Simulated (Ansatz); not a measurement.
## Thickness series in BP

The parent structure is BP in the zinc blende structure (space group F-43m, No. 216; a = 4.537 Å). Axes: x, y, z lie along the cube axes.

Free-standing slabs (2 atom(s) a layer) normal to [110] with 15 Å of vacuum; in-plane cell held at bulk.

The values are results of r2SCAN in Ansatz (plane waves to 500 eV, PAW, no spin-orbit coupling), not measurements.

Notes on the quantities. excess energy per area of both faces: slab less bulk energy over the cell's area: twice a surface energy; uncertain by up to 0.07 J/m²; layer's space group: with vacuum.

```tsv
case	excess energy per area of both faces	band gap	layer's space group	shortest interatomic distance
base	–	1.41 eV	–	1.964 Å
1 layer	–	zero	Pmm2 (No. 25)	1.755 Å
2 layers	2.96 J/m²	1.64 eV	Pmn2_1 (No. 31)	1.850 Å
3 layers	4.3 J/m²	zero	Pmm2 (No. 25)	1.918 Å
4 layers	4.16 J/m²	0.87 eV	Pmn2_1 (No. 31)	1.889 Å
5 layers	4.22 J/m²	0.78 eV	Pmm2 (No. 25)	1.895 Å
6 layers	(withheld)	(withheld)	Pmn2_1 (No. 31)	(withheld)
7 layers	4.21 J/m²	0.48 eV	Pmm2 (No. 25)	1.892 Å
```

**Question.** Some entries are withheld; estimate them.

**Answer.** 
- 6 layers, excess energy per area of both faces: 4.20 J/m²
- 6 layers, band gap: 0.73 eV
- 6 layers, shortest interatomic distance: 1.891 Å

The excess energy carries the mismatch between the slab's and the bulk's meshes. No phonon test of stability was made. The final runs are not spin-polarised. A zero or small gap of BP can be the functional's error rather than a property of the material.

Ansatz is a quantum-chemistry and plane-wave program.
